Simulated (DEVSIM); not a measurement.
**abrupt CdTe n-p junction**

Device: abrupt CdTe n-p junction, at 300 K.

```
layer (left to right)  material  thickness (μm)  Nd (cm⁻³)  Na (cm⁻³)  τn (s)  τp (s)
---------------------  --------  --------------  ---------  ---------  ------  ------
1                          CdTe             160     6.6e15          -  4.2e-8  4.2e-8
2                          CdTe            2.80          -     2.8e16  4.2e-8  4.2e-8
```

Left contact: ohmic. Right contact: ohmic. Voltage is applied to the left contact. Recombination: SRH at mid-gap, radiative, Auger. Mobility is μmin + (μ − μmin)/(1 + (N/Nref)^α).

The device is made up for the run: typed textbook-type constants, with dimensions and the other settings drawn at random. Values at 300 K.

| parameter | CdTe |
|---|---|
| gap (eV) | 1.5 |
| affinity (eV) | 4.28 |
| permittivity | 10.2 |
| Nc (cm⁻³) | 8e17 |
| Nv (cm⁻³) | 1.8e19 |
| μn (cm²/Vs) | 1000 |
| μp (cm²/Vs) | 80 |
| μn,min | 100 |
| μp,min | 10 |
| Nref,n | 1e17 |
| Nref,p | 1e17 |
| αn | 0.6 |
| αp | 0.6 |
| B (cm³/s) | 1e-10 |
| Cn (cm⁶/s) | 1e-30 |
| Cp (cm⁶/s) | 1e-30 |

Simulated with DEVSIM: 1D drift-diffusion, Boltzmann statistics, complete ionisation; no tunnelling, impact ionisation, image-force lowering or self-heating.

The potential step across the device at zero bias comes out as 1.209 V, the largest field in the device at zero bias is 47000 V/cm and the dark forward voltage at 1 A/cm² is 1.108 V.

Dark reverse current:

```
V (V)  J (A/cm²)
-----  ---------
0.40     1.9e-11
1.00     3.9e-11
2.00     6.5e-11
3.00     8.7e-11
4.00     1.1e-10
6.00     1.4e-10
8.00     1.7e-10
10.00    2.0e-10
13.00    2.3e-10
16.00    2.6e-10
20.00    3.0e-10
```

Small-signal capacitance in reverse bias (quasi-static):

```json
[
 {"V (V)": "0.4", "C (nF/cm²)": "15.8"},
 {"V (V)": "1", "C (nF/cm²)": "13.4"},
 {"V (V)": "2", "C (nF/cm²)": "11.1"},
 {"V (V)": "3", "C (nF/cm²)": "9.64"},
 {"V (V)": "4", "C (nF/cm²)": "8.66"},
 {"V (V)": "6", "C (nF/cm²)": "7.35"},
 {"V (V)": "8", "C (nF/cm²)": "6.50"},
 {"V (V)": "10", "C (nF/cm²)": "5.89"},
 {"V (V)": "13", "C (nF/cm²)": "5.22"},
 {"V (V)": "16", "C (nF/cm²)": "4.75"},
 {"V (V)": "20", "C (nF/cm²)": "4.27"}
]
```
